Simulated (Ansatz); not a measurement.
Defect migration in hcp Ru: Au-vacancy pair (Au on one host Ru site, one Ru site vacant), neutral cell. Level of theory: PBE, PAW (plane waves to 420 eV; Ansatz, an electronic-structure program).

36-site cell at the relaxed PBE lattice, a 2×2×2 k-point mesh shifted by half a step along c, smearing 0.10 eV, spin-restricted, no finite-size correction. Static, classical nuclei. Spin-orbit coupling is left out. Forms of the defect that were not tried may lie lower.

Barriers: single points on a 4×4×4 k-point mesh shifted by half a step along c at the bands' geometries.

The step: direct exchange of Au with the vacancy (Au-vacancy distance between ideal sites 2.66 Å throughout). Atoms about the jump, Cartesian Å from the middle of the jump, before and after:

```csv
atom,x0,y0,z0,x1,y1,z1
Au1,0.63,0.36,-0.98,-0.63,-0.36,0.98
Ru2,-2.08,0.38,-1.08,-2.10,0.41,-1.12
Ru3,0.69,2.02,1.12,0.72,1.99,1.08
Ru4,2.10,-0.41,1.12,2.08,-0.38,1.08
Ru5,-0.72,-1.99,-1.08,-0.69,-2.02,-1.12
Ru6,-0.71,2.78,-1.08,-0.69,2.76,-1.08
Ru7,-2.05,1.98,1.08,-2.05,2.00,1.08
Ru8,2.05,-2.00,-1.08,2.05,-1.98,-1.08
Ru9,0.69,-2.76,1.08,0.71,-2.78,1.08
```

Task: Where do these atoms stand at the saddle point, and how high is it?

Result: 
| atom | x | y | z |
|---|---|---|---|
| Au1 | 0.00 | 0.00 | -0.01 |
| Ru2 | -2.22 | 0.42 | -1.19 |
| Ru3 | 0.74 | 2.13 | 1.17 |
| Ru4 | 2.21 | -0.42 | 1.17 |
| Ru5 | -0.74 | -2.13 | -1.19 |
| Ru6 | -0.71 | 2.74 | -1.09 |
| Ru7 | -2.02 | 1.99 | 1.08 |
| Ru8 | 2.02 | -1.98 | -1.09 |
| Ru9 | 0.71 | -2.74 | 1.08 |
It lies 1.55 eV above the start and 1.55 eV above the end. The saddle point's order was not checked, and it lies on a symmetry element of the cell, where a band can be held.
